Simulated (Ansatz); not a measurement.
The reference is NbN in the rock salt structure (space group Fm-3m, No. 225; a = 4.3800 Å).

Level of theory: PBEsol/PAW in Ansatz (a program for electronic structure), spin-orbit coupling left out, earlier PAW set.

Base values:

The lattice parameter a is 438.0 pm and the band gap is zero.

Now apply this change: full substitution Nb → V; the structure is relaxed again.

Tabulated Pauling electronegativity and covalent radius: Nb 1.60, 1.64 Å; V 1.63, 1.53 Å.

Task: What happens to the lattice parameter a and band gap?

Result: The lattice parameter a shrinks by 30.6 pm (438.0 pm → 407.4 pm); the band gap is still zero.

Whether these cells are dynamically stable was not tested. Starting moments died away, wholly or in part, for Nb → V; another magnetic solution may exist. All final runs are without spin polarisation.
